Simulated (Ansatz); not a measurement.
**Ansatz (a program for electronic structure) run on Ta2Si (Fmm2, 6 atoms in the cell): self-consistent single point**

Computed with LDA (PW92), default PAW files made with PBE (plane waves; Ansatz).

This input was run:

Ansatz 0.2 input:
```yaml
crystal:
  lattice:
    - [-3.078502, 3.078502, 2.516069]
    - [3.078502, -3.078502, 2.516069]
    - [3.078502, 3.078502, -2.516069]
  atoms:
    - { symbol: Ta, position_ang: [2.071278, 1.007224, 2.516069] }
    - { symbol: Ta, position_ang: [1.007224, 2.071278, 0.000000] }
    - { symbol: Ta, position_ang: [-0.971868, 2.106634, 2.516066] }
    - { symbol: Ta, position_ang: [4.085726, 1.007224, -0.000000] }
    - { symbol: Si, position_ang: [0.000000, 0.000000, 1.258034] }
    - { symbol: Si, position_ang: [0.000000, -0.000000, 3.774103] }
basis:
  ecutwfc: 30.9 Ry
kpoints:
  mp_grid: { grid: [7, 7, 7] }
hamiltonian:
  xc: lda
  pseudopotentials: { kind: paw }
scf:
  occupations: { method: gaussian, width: 0.0073 Ry }
output:
  forces: true
  eigenvalues: true
  stress: true
```

Log, with long lists cut:

```
WARN the atoms were moved onto the symmetric positions of the space group found under crystal.symmetry.tolerance 1.0e-5 (fractional …
WARN ansatz: RAYON_NUM_THREADS=1 ignored (pool sized by the plan → 1); use --threads N
Pseudopotentials: kind: paw
Pseudopotential: Ta, paw, valence charge 13
Pseudopotential: Si, paw, valence charge 4
Crystal: 6 atoms, lattice volume = 95.381 Å³
Basis set: ecut = 420.4159175005146 eV, 1913 PW (Γ)
Bands: 36, of which v1, the nominal top of the filled ones, is band 30 counted from 1 (29 counted from 0)
Symmetry: 4 space group operations
Space group: Fmm2 (ITA 42), of the structure as read, at distance tolerance 4.6e-5 Å
k-points: 64 of 343 (time reversal used)
PAW frozen core: Ta, regenerated for the run's functional, and the local potential with it
PAW frozen core: Si, regenerated for the run's functional, and the local potential with it
Initial density: superposition of atomic densities (neutral atoms: chi_scale 0, normalization atom), corrected by the library's trained network
Initial wavefunctions: pseudopotential atomic-orbital guess
Eigensolver: davidson
Functional: x = slater, c = lda
SCF iter   1: F=—  HF=-39951.207107 eV  |F-HF|=—  |Δ(HF+E_count)|=         —  Δρ=5.18e-3  dr2=1.93e-2  ethr=1.77e-3  ⟨swp⟩=5.5  Hψ=9764  notcnv=0
all-band conjugate gradients solve this SCF's bands
preconditioner: auto → Kerker (q_TF=auto, 2.525 Å⁻¹)
SCF iter   2: F=—  HF=-39951.204087 eV  |F-HF|=—  |Δ(HF+E_count)|=   3.02e-3  Δρ=3.04e-3  dr2=5.88e-3  ethr=3.22e-5  ⟨swp⟩=2.0  Hψ=3103  notcnv=0
SCF iter   3: F=—  HF=-39951.202989 eV  |F-HF|=—  |Δ(HF+E_count)|=   1.10e-3  Δρ=4.44e-4  dr2=1.77e-4  ethr=9.80e-6  ⟨swp⟩=2.0  Hψ=2832  notcnv=0
SCF iter   4: F=—  HF=-39951.202947 eV  |F-HF|=—  |Δ(HF+E_count)|=   4.21e-5  Δρ=9.52e-5  dr2=1.20e-5  ethr=2.95e-7  ⟨swp⟩=2.0  Hψ=3149  notcnv=0
SCF iter   5: F=—  HF=-39951.202940 eV  |F-HF|=—  |Δ(HF+E_count)|=   6.63e-6  Δρ=3.52e-5  dr2=1.16e-6  ethr=1.99e-8  ⟨swp⟩=2.0  Hψ=2886  notcnv=0
SCF iter   6: F=-39951.202940 eV  HF=-39951.202940 eV  |F-HF|=3.62e-8  |Δ(HF+E_count)|=   1.81e-7  Δρ=6.63e-6  dr2=4.90e-8  ethr=1.67e-10  ⟨swp⟩=7.4  Hψ=10739  notcnv=0
SCF 1 converged in 6 iterations: F = -39951.202940 eV  dr2 = 4.90e-8
SCF converged after 6 iterations
Free energy (F): -39951.202940 eV
Harris-Foulkes:  -39951.202940 eV  (|F-HF|=3.62e-8)
Internal energy: -39951.182408 eV  (E = F + TS)
E sigma→0 (E₀):  -39951.192674 eV
Entropy (-TS):   -0.020532 eV (-3.422 meV/atom)
Fermi energy:    17.410179 eV
--- Per-component energies (eV) ---
  E_band       = -424.771730
  E_kinetic    = 1556.083855
  E_local      = -2498.190221  (includes V_loc(G=0)·N_el)
  E_nonlocal   = 133.788849
  E_hartree    = 890.341584
  E_xc         = -982.825846
  E_vxc        = -918.137663  (∫ρ·V_xc dr)
  E_paw        = -33568.406995  (= ΣΔE_a)
  E_vpaw       = -479.004035  (= ΣTr[D̂ρ^β])
  E_aug_tail   = 0.000571  (compensation charges beyond the density's cutoff)
  E_ewald      = -5483.178477
  E_core_change = 1.204273  (= ΣΔE_core)
  E_smearing   = -0.020532  (= −TS)
  E_closure    = 0.000000  (closes the sum)
  Σ components = -39951.202940   (vs F -39951.202940, Δ=0.00e0)
--- Forces (eV/Å), atoms counted from 1 ---
  atom   1  Ta     0.07425477    -0.01253492     0.00000000
  atom   2  Ta    -0.01253492     0.07425477     0.00000000
  atom   3  Ta    -0.33051021    -0.33051021     0.00000000
  atom   4  Ta     0.16892400     0.16892400     0.00000000
  atom   5  Si     0.04993365     0.04993365     0.00000000
  atom   6  Si     0.04993365     0.04993365    -0.00000000
  max |Σ_I F_I| component: 9.48e-7 eV/Å
--- Stress (GPa, compression-positive) ---
       -6.317253       0.587562       0.000000
        0.587562      -6.317253      -0.000000
        0.000000       0.000000      -4.908260
  P = ⅓ Tr σ = -5.8476 GPa (-58.476 kbar)
  The stress holds the Pulay correction. Without it, at fixed plane waves, as pw.x and ABINIT print it: P = -5.8964 GPa
--- Band table (eV; the first three rows and the last of 64) ---
  k-point 0: bands = ["-50.3221", "-50.2819", "-50.2365", "-50.2345", "-17.0537", "-17.0389", "-17.0360", "-16.9853", "-16.9641", "-16.9554", "-16.9336", "-16.8295", "-16.7119", "-16.4441", "-16.4255", "-16.4044", "5.3922", "9.9851", "12.4873", [...]
  k-point 1: bands = ["-50.3191", "-50.2818", "-50.2376", "-50.2365", "-17.0838", "-17.0382", "-17.0013", "-16.9857", "-16.9802", "-16.9439", "-16.9199", "-16.8424", "-16.6803", "-16.4501", "-16.4328", "-16.4267", "5.5628", "10.0992", "11.9470", [...]
  k-point 2: bands = ["-50.3119", "-50.2808", "-50.2459", "-50.2365", "-17.0816", "-17.0263", "-17.0233", "-16.9905", "-16.9868", "-16.9082", "-16.9013", "-16.8621", "-16.6166", "-16.4967", "-16.4689", "-16.4297", "6.0075", "10.3962", "11.0157", [...]
  k-point 63: bands = ["-50.2837", "-50.2760", "-50.2594", "-50.2561", "-17.1889", "-17.1430", "-17.0508", "-16.9580", "-16.9225", "-16.8485", "-16.7910", "-16.7475", "-16.5609", "-16.5374", "-16.5349", "-16.5184", "7.3247", "10.3478", "11.1448", [...]
```

The run converged in 6 iterations.

The starting cell comes from a database of computed structures (which also holds hypothetical and non-ambient phases and stackings), without a prior relaxation at this level. Its lattice was rescaled by up to half a per cent. One atom was moved a little off its site on purpose. Spin-orbit coupling is off. Spin polarisation is off. With a pressure of about -6 GPa the cell is away from its equilibrium volume at this level. Ansatz's pressure includes its estimate of the finite-basis (Pulay) stress.
